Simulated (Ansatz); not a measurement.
Convergence study of the plane-wave cutoff for CuPbF₆ (P1, 8 atoms in the cell)

```
CuPbF6
1.0
    5.05871     0.00000     0.00000
    2.37704     4.47556     0.00000
    0.03228     2.74770     4.75268
Cu Pb F
1 1 6
Direct
  0.00297   0.99354   0.01052
  0.50000   0.00000   0.50000
  0.09708   0.13307   0.24501
  0.90292   0.86693   0.75499
  0.23819   0.14846   0.76589
  0.76181   0.85154   0.23411
  0.39936   0.49349   0.25437
  0.60064   0.50651   0.74563
```
Moments meant for the start (each program seeds them in its own way; μB, in the order of the atoms Cu Pb F F F F F F): 1.0 0.0 0.0 0.0 0.0 0.0 0.0 0.0.

Method of the run: PBEsol, default PAW files made with PBE (plane waves; Ansatz, an electronic-structure program).

Base settings: basis.ecutwfc = 420 eV; kpoints.mp_grid.grid = 2 3 2; hamiltonian.xc = pbesol; hamiltonian.pseudopotentials = {kind: paw} (the program's default PAW files); magnetization.spin_polarized = true; scf.occupations.method = fermi_dirac; scf.occupations.width = 0.05 eV.

The second cell is the first with its lattice scaled by 0.98.

The mesh stays at the base's, so the ladder's end is converged at best in this setting alone.

The first pressure column holds Ansatz's estimate of the finite-basis (Pulay) stress, which hides part of the cutoff error; the other is without it.

Only quantities that move along the ladder and can be compared are tabulated.

The magnetic state is not the same in all runs (site moments differ, or a search went on to a lower state), so steps between rows are not convergence errors alone.

The count of work is k-points × plane waves × bands × iterations; it is no time. 

The starting cell comes from a database of computed structures (which also holds hypothetical and non-ambient phases and stackings), without a prior relaxation at this level. Its lattice was rescaled by up to half a per cent. One atom was moved a little off its site on purpose. With one magnetic atom in the cell only a parallel order is possible.

| basis.ecutwfc | free energy less the last step's (meV/atom) | energy of the compressed cell less the first (meV/atom) | pressure (GPa) | pressure without the Pulay estimate (GPa) | largest difference of a force vector from the last step's (eV/Å) | count of work / last |
|---|---|---|---|---|---|---|
| 145 eV | 48290.99 | -665.60 | -1.79 | -1448.23 | 2.605 | 0.056 |
| 170 eV | 24247.93 | 340.06 | 39.14 | -866.85 | 3.207 | 0.063 |
| 190 eV | 13998.03 | 178.61 | 28.99 | -571.61 | 2.706 | 0.12 |
| 210 eV | 8012.68 | -74.40 | 8.06 | -371.07 | 1.180 | 0.12 |
| 230 eV | 4456.81 | 63.97 | -0.98 | -233.52 | 0.894 | 0.10 |
| 250 eV | 2557.08 | 2.53 | -2.13 | -149.12 | 0.592 | 0.12 |
| 295 eV | 644.62 | 27.55 | 1.75 | -46.76 | 0.113 | 0.15 |
| 335 eV | 164.61 | 30.55 | 2.58 | -13.12 | 0.021 | 0.18 |
| 380 eV | 29.75 | 32.25 | 2.64 | -0.90 | 0.011 | 0.23 |
| 420 eV | 6.40 | 32.10 | 2.71 | 1.96 | 0.002 | 0.27 |
| 460 eV | 2.48 | 32.27 | 2.73 | 2.63 | 0.002 | 0.31 |
| 505 eV | 1.99 | 32.27 | 2.73 | 2.70 | 0.001 | 0.35 |
| 565 eV | 1.56 | 32.24 | 2.72 | 2.69 | 0.001 | 0.42 |
| 630 eV | 1.23 | 32.22 | 2.72 | 2.71 | 0.001 | 0.50 |
| 735 eV | 1.00 | 32.20 | 2.72 | 2.70 | 0.000 | 0.62 |
| 840 eV | 0.46 | 32.18 | 2.71 | 2.68 | 0.000 | 0.76 |
| 1010 eV | 0.00 | 32.17 | 2.71 | 2.71 | 0.000 | 1.0 |

Coarsest basis.ecutwfc that holds the pressure without the Pulay estimate within 0.5 GPa of the last step, with all finer ones: 460 eV, at 0.31 of the last step's count of work; the step before is off by 0.75 GPa.

Coarsest basis.ecutwfc that holds the pressure within 0.2 GPa of the last step, with all finer ones: 335 eV, at 0.18 of the last step's count of work; the step before is off by 0.97 GPa.

Coarsest basis.ecutwfc that holds the forces within 0.02 eV/Å of the last step, with all finer ones: 380 eV, at 0.23 of the last step's count of work; the step before is off by 0.021 eV/Å.

The energy difference between the two cells stays within 1 meV/atom of the last step's from 380 eV on, the total only from 840 eV on: much of the error is common to both cells and cancels.

At the lowest cutoff the pressure without the Pulay estimate lies 1450 GPa under the last step's, the usual sign of Pulay stress in an incomplete plane-wave basis.

Keys are those of Ansatz 0.2.
